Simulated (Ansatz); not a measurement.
The parent structure is Ag in the fcc (Cu type) structure (space group Fm-3m, No. 225; a = 4.105 Å; relaxed with 0.1 eV smearing). Axes: x, y, z lie along the cube axes.

Calculations: Kohn–Sham DFT with the r2SCAN functional, run in Ansatz (a first-principles code) with PAW and 500 eV plane waves, no spin-orbit coupling, earlier PAW set.

Strains are applied to the cell and any free atomic positions relax; under biaxial strain the out-of-plane vector relaxes too.

One change was made to it. Results:

| quantity | base | after |
|---|---|---|
| energy relative to the base (free energy F) | 0 meV/atom | +1.7 meV/atom |
| pressure | 0.0 GPa | 1.9 GPa |

### Question
Name the change that was made.
A) uniaxial strain ε_zz = −5.89 %
B) strain tensor (xx, yy, zz, yz, xz, xy) = (−1.77, +2.03, −1.58, +0.42, −0.42, −0.99) %
C) biaxial strain −4.84 %, plane normal [001], relaxed out of plane
D) isotropic strain +2.32 %
E) isotropic strain −0.58 %

### Answer
E, isotropic strain −0.58 %. For comparison, the energy relative to the base in the other runs: biaxial strain −4.84 %, plane normal [001], relaxed out of plane gives +30 meV/atom; isotropic strain +2.32 % gives +24 meV/atom; strain tensor (xx, yy, zz, yz, xz, xy) = (−1.77, +2.03, −1.58, +0.42, −0.42, −0.99) % gives +4.2 meV/atom; uniaxial strain ε_zz = −5.89 % gives +26 meV/atom.

Whether these cells are dynamically stable was not tested.
